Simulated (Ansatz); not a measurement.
System: GaP (model structure, started from the WC type, P-6m2, No. 187, 2 atoms in the cell). Method: LDA (plane waves, PAW; Ansatz, a quantum-chemistry and plane-wave program).

Run with plane-wave cutoff 520 eV, 18×18×18 k mesh, Fermi–Dirac smearing 0.05 eV, scalar-relativistic PAW data made under PBE.

Cell (relaxed at this level):

```
GaP
1.0
    3.50111     0.00000     0.00000
   -1.75056     3.03205     0.00000
    0.00000     0.00000     3.12888
Ga P
1 1
Direct
  0.00000   0.00000   0.00000
  0.66667   0.33333   0.50000
```

Question: What does this level give for the bulk modulus?

Answer: 
bulk modulus: 82.1 GPa

The run finds no gap.

Note: the bulk modulus is −V dP/dV from two relaxed cells at ±2 % in volume; the relaxation could raise the start's symmetry but not lower it, so the cell can be a saddle point.

Computed values are for the static lattice.

A model structure was made by putting elements into a prototype or built by hand; it is no filed structure, need not be a known phase, and can be a saddle point held by its symmetry.
